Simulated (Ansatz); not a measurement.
**What uniaxial strain ε_zz = −2.00 % does to Ag**

Take Ag in the fcc (Cu type) structure (space group Fm-3m, No. 225; a = 4.0538 Å; relaxed with 0.1 eV smearing) as the base. Axes: x, y, z lie along the cube axes.

It is then changed as follows: the cell is compressed by 2.00 % along z with no lateral relaxation; the atoms relax in the strained cell.

Method: PBEsol/PAW in Ansatz (a first-principles code), no SOC. k-mesh 28×28×28 (Γ-centred); smearing 0.1 eV (Fermi–Dirac).

```tsv
quantity	base	changed	shift
space group	Fm-3m (No. 225)	I4/mmm (No. 139)	–
shortest interatomic distance	2.866 Å	2.838 Å	-0.0285 Å
energy relative to the base (free energy F)	0 meV/atom	+3.2 meV/atom	+3.2 meV/atom
pressure (mean of the normal stresses, compression positive)	0.0 GPa	2.6 GPa	+2.6 GPa
band gap	zero	zero	–
stress (xx, yy, zz, yz, xz, xy; compression positive)	–	(2.3, 2.3, 3.1, 0.0, 0.0, 0.0) GPa	–
```

Final structure:

```xyz
1
Lattice="0.0000 2.0269 1.9864 2.0269 0.0000 1.9864 2.0269 2.0269 0.0000" Properties=species:S:1:pos:R:3 pbc="T T T"
Ag     0.0000     0.0000     0.0000
```

Cost of the whole job for the changed cell (relaxation, final SCF and bands): roughly 40 core-seconds.

No phonon test of stability was made.
